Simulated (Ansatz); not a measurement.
Double-hcp La

Level of theory: r²SCAN (Ansatz, an electronic-structure program, plane waves, PAW).

Numerical settings: plane-wave cutoff 560 eV, 18×18×6 k mesh (along the axes of the cell as run), Fermi–Dirac smearing 0.05 eV, scalar-relativistic PAW data made under PBE.

Cell (relaxed at this level):

```cif
data_La4
_chemical_formula_sum 'La4'
_space_group_name_H-M_alt 'P63/mmc'
_space_group_IT_number 194
_space_group_name_Hall '-P 6c 2c'
_cell_length_a 3.78143
_cell_length_b 3.78143
_cell_length_c 12.03937
_cell_angle_alpha 90.000
_cell_angle_beta 90.000
_cell_angle_gamma 120.000
loop_
_atom_site_label
_atom_site_type_symbol
_atom_site_symmetry_multiplicity
_atom_site_Wyckoff_symbol
_atom_site_fract_x
_atom_site_fract_y
_atom_site_fract_z
_atom_site_occupancy
La1 La 2 a 0.00000 0.00000 0.00000 1
La2 La 2 c 0.33333 0.66667 0.25000 1
```

bulk modulus B0: 22.9 GPa
band gap: none
pressure derivative B′ of the bulk modulus: 2.0

Measured, for comparison: bulk modulus 27.9 GPa (room temperature, no zero-point or thermal correction; as tabulated in Wikipedia's data pages). Computed (rounded) less measured: bulk modulus -18 %.

Note: the bulk modulus comes from volumes at which shape and atoms were relaxed.

Spin–orbit coupling is not included.

Computed values are for the static lattice.

It cost roughly 21 core-minutes of CPU time.
